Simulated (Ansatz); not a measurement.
Consider SnO in the litharge type structure (space group P4/nmm, No. 129; a = 3.793 Å, c = 4.764 Å; layered, stacked along the Cartesian z axis).

Level of theory: r2SCAN+rVV10 (Ansatz, a program for electronic structure), spin-orbit coupling left out, earlier PAW set.

For the base:

The lattice parameter a comes out as 3.793 Å.

Modification: a hydrostatic pressure of 0.9 GPa.

Question: What does the calculation give for the lattice parameter a after the change?

Answer: The lattice parameter a drops by 0.013 Å to 3.780 Å.

A case with no gap was solved on a k-mesh chosen for an insulator, which is coarse for it. Load acts through the strain it causes; cell and atoms are relaxed under it. Whether these cells are dynamically stable was not tested. All final runs are without spin polarisation.
